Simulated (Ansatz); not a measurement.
The reference is HfS2 in the CdI2 type structure (space group P-3m1, No. 164; a = 3.547 Å, c = 5.577 Å; layered, stacked along the Cartesian z axis). Axes: x lies along a and z along c of the hexagonal cell.

Method: Kohn–Sham DFT with the PBEsol-D3(BJ) functional, run in Ansatz (an electronic-structure program) with PAW and 420 eV plane waves, without spin-orbit coupling.

Strains are applied to the cell and any free atomic positions relax.

One change was made to it. Results:

| quantity | base | after |
|---|---|---|
| smallest direct gap | 1.50 eV | 1.60 eV |
| largest internal atomic displacement | – | 0.031 Å |
| energy relative to the base (free energy F) | 0 meV/atom | +2.3 meV/atom |

Problem. Which change produced these results?
A. uniaxial strain ε_zz = +1.00 %
B. uniaxial strain ε_zz = −1.50 %
C. uniaxial strain ε_zz = +2.50 %

Solution. C, uniaxial strain ε_zz = +2.50 %. For comparison, the energy relative to the base in the other runs: uniaxial strain ε_zz = −1.50 % gives +1.0 meV/atom; uniaxial strain ε_zz = +1.00 % gives +0.4 meV/atom.

Spin-orbit coupling, missing from the scalar runs, can matter with Hf. Whether these cells are dynamically stable was not tested.
